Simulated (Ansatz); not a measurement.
The starting structures come from a database of crystals and need not be the phases stable at ambient conditions.

 Where the default PAW files enter, the runs use the earlier of Ansatz's two default sets.

Tunnelling through a barrier is set by its complex band structure: the current falls as exp(−2κd) with the smallest κ.

Here is the system:

```
LaAsO3
1.0
    5.32325     0.00000     0.00000
    0.00000     6.22233     0.00000
    0.00000     1.18778     4.27236
La As O
2 2 6
Cartesian
  1.33081   2.25011   1.43885
  3.99244   5.16000   2.83352
  1.33081   5.41036   0.33320
  3.99244   1.99975   3.93916
  1.33081   6.27504   2.86641
  3.99244   1.13506   1.40595
  2.64709   4.32396   0.82341
  2.67616   3.08615   3.44895
  5.30872   3.08615   3.44895
  0.01453   4.32396   0.82341
```

Space group of this cell: P2_1/m. The cell is taken as given; by PBEsol its mean pressure is -1.9 GPa.

Transport runs along the normal of the first two printed cell vectors.

No gap correction and no spin-orbit coupling; mid-gap values are interpolated between computed energies.

**Question.** Give the band gap and the smallest decay constant κ at mid-gap that Ansatz (a first-principles code) with PBEsol yields.

**Answer.** Gap 2.71 eV on a 6×6×8 mesh; κ = 0.291 1/Å, at the zone centre.
